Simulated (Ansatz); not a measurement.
We consider Cu₃Pd (Pm-3m, No. 221), described by PBEsol (Ansatz, a program for electronic structure, plane waves, PAW).

Numerical settings: plane-wave cutoff 520 eV, 16×16×16 k mesh, Fermi–Dirac smearing 0.05 eV, no spin polarisation, scalar-relativistic PAW data made under PBE.

Computed at the level's own relaxed cell.

Question: Estimate the lattice constant a and bulk modulus B0 that the calculation returns.

Answer: 
- lattice constant a = 3.654 Å
- bulk modulus B0 = 178 GPa

The run finds no gap.

Note: the relaxation could not lower the start's symmetry, so the cell can be a saddle point above a distorted one; the bulk modulus is −V dP/dV from two relaxed cells at ±2 % in volume.
